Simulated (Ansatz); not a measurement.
The starting structures come from a database of crystals and need not be the phases stable at ambient conditions.

Crystal: TeO2 (P4_32_12, not sure to be the ambient phase, 12 atoms a cell, 14.9 Å³ an atom); planes in its conventional cell.

The numbers are results of r2SCAN (plane waves, PAW; Ansatz, an electronic-structure program), not measurements.

The gap is the functional's own, uncorrected, and κ follows it; spin-orbit coupling is left out. Mid-gap values are interpolated between the computed energies.

```csv
plane,area of the cell (Å²),mid-gap κ (1/Å),largest κ in the gap (1/Å)
(100),36.9,0.42,0.42
(001),23.3,(withheld),(withheld)
```

**Question.** The slowest decay depends on the direction. Supply the withheld values.

**Answer.** 
- (001), mid-gap κ (1/Å): 0.38
- (001), largest κ in the gap (1/Å): 0.39
